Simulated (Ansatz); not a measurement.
## Effect of pressure −2 GPa on CdTe

Take CdTe in the zinc blende structure (space group F-43m, No. 216; a = 6.409 Å) as the base.

It is then changed as follows: a negative pressure, −2 GPa.

The values are results of DFT with LDA, PAW potentials and a 420 eV plane-wave cutoff in Ansatz (a first-principles code), no spin-orbit coupling, not measurements. Settings: 9×9×9 k-points, 0.05 eV Fermi–Dirac smearing.

* **Volume per atom**: 34.56 Å³ (base 32.90 Å³)
* **Density**: 5.77 g/cm³ (base 6.06 g/cm³)
* **Lattice parameter a**: 6.515 Å (base 6.409 Å)
* **Shortest interatomic distance**: 2.821 Å (base 2.775 Å)
* **Enthalpy H = E + PV relative to the base's energy**: -0.42 eV/atom
* **Band gap**: 0.47 eV (base 0.61 eV)
* **Gap character**: direct at Γ (base direct at Γ)
* **Mean gap deformation potential ΔEg/Δln V**: -3.0 eV
* **Width of the top valence band**: 2.16 eV (base 2.38 eV)
* **Electron mass**: 0.041 mₑ (at Γ) (base 0.050 mₑ (at Γ))
* **Hole mass (degenerate bands, along [100])**: 0.041, 0.52, 0.52 mₑ (at Γ) (base 0.051, 0.48, 0.48 mₑ (at Γ))
* **Valley order (the lowest conduction-band minima on the path, energy above the VBM, named in the base's zone)**: Γ 0.47 eV; L along ⟨111⟩ 1.63 eV (base Γ 0.61 eV; L along ⟨111⟩ 1.68 eV)

With Te present, leaving out spin-orbit coupling can change the band edges. Load acts through the strain it causes; cell and atoms are relaxed under it. Masses are band curvatures over ±0.01 Å⁻¹ around the edge. Whether these cells are dynamically stable was not tested.
